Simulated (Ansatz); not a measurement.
Take WC (space group P-6m2, No. 187; relaxed with 0.1 eV smearing) as the base.

```xyz
2
Lattice="2.8843 0.0000 0.0000 -1.4422 2.4979 0.0000 0.0000 0.0000 2.8115" Properties=species:S:1:pos:R:3 pbc="T T T"
W      0.0000     0.0000     0.0000
C      0.0000     1.6653     1.4058
```

Cartesian axes are those of the cell as printed.

Method: LDA (Ansatz, a first-principles code), scalar-relativistic without spin-orbit coupling.

Now apply this change: uniaxial strain ε_xx = +3.00 %, all other strain components held at zero, atoms relaxed at fixed cell.

Problem. Predict the stress tensor and what it implies for the stiffness.

Solution. Stress of the strained cell less that of the base (GPa, compression positive):
```
  -20.5     0.0     0.0
    0.0    -7.1     0.0
    0.0     0.0    -5.4
```

Then −Δσ_ii/ε with ε = 0.0300 gives secant stiffness values (nonlinear terms included at this strain): C11 ≈ 682 GPa, C12 ≈ 238 GPa and C13 ≈ 181 GPa.

As a check, the harmonic strain energy −½ V₀ Δσ:ε is 19 meV/atom; the computed energy rise is 20 meV/atom.

No phonon test of stability was made. All final runs are without spin polarisation.
